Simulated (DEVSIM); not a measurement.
Structure: Cr/SiO2/p-Ge capacitor, at 400 K.

```tsv
layer (left to right)	material	thickness (nm)	Na (cm⁻³)
1	SiO2	1.10	-
2	Ge	8300	5.1e14
```

Metal gate on the left, work function 4.5 eV. Fixed charge at the semiconductor interface 0 cm⁻² (in units of +e); no interface traps.

This is a model device: material constants are rounded textbook-type values typed into the input, and sizes, dopings and lifetimes were drawn at random. Values at 300 K; Nc and Nv go as T^1.5, mobilities as T to minus their exponent, the gap by Varshni's rule with the affinity fixed.

| parameter | SiO2 | Ge |
|---|---|---|
| gap (eV) | 9 | 0.664 |
| affinity (eV) | 0.9 | 4 |
| permittivity | 3.9 | 16 |
| Nc (cm⁻³) | - | 1.04e19 |
| Nv (cm⁻³) | - | 6e18 |
| Varshni α (eV/K) | - | 0.000477 |
| Varshni β (K) | - | 235 |

DEVSIM, 1D Poisson equation in equilibrium, Boltzmann statistics, complete ionisation; no quantum confinement or tunnelling. Metal contacts follow the ideal Schottky-Mott rule: no Fermi-level pinning, no interface dipoles.

Q: Tabulate band edges, carrier densities and field at 0.25 V on the gate.

A: Energies count from the Fermi level of the right contact; mesh points crowd at the junctions.

```tsv
x (μm)	Ec (eV)	Ev (eV)	n (cm⁻³)	p (cm⁻³)	field (V/cm)
0.000	3.350	-5.650	< 1e2	< 1e2	34000
0.0006074	3.352	-5.648	< 1e2	< 1e2	34000
0.001362	0.254	-0.370	1.0e16	2.0e14	8200
0.002937	0.255	-0.369	9.8e15	2.1e14	8000
0.008510	0.259	-0.365	8.6e15	2.4e14	7400
0.01863	0.266	-0.358	7.0e15	2.9e14	6500
0.03933	0.278	-0.346	5.0e15	4.1e14	5000
0.1126	0.304	-0.320	2.4e15	8.5e14	2300
0.2373	0.321	-0.304	1.5e15	1.4e15	690
0.5176	0.327	-0.297	1.2e15	1.7e15	46
1.129	0.328	-0.296	1.2e15	1.7e15	≈ 0
3.120	0.328	-0.296	1.2e15	1.7e15	≈ 0
5.719	0.328	-0.296	1.2e15	1.7e15	≈ 0
7.118	0.328	-0.296	1.2e15	1.7e15	≈ 0
7.874	0.328	-0.296	1.2e15	1.7e15	≈ 0
8.106	0.328	-0.296	1.2e15	1.7e15	≈ 0
8.212	0.328	-0.296	1.2e15	1.7e15	≈ 0
8.261	0.328	-0.296	1.2e15	1.7e15	≈ 0
8.287	0.328	-0.296	1.2e15	1.7e15	≈ 0
8.295	0.328	-0.296	1.2e15	1.7e15	≈ 0
8.299	0.328	-0.296	1.2e15	1.7e15	≈ 0
8.301	0.328	-0.296	1.2e15	1.7e15	≈ 0
```
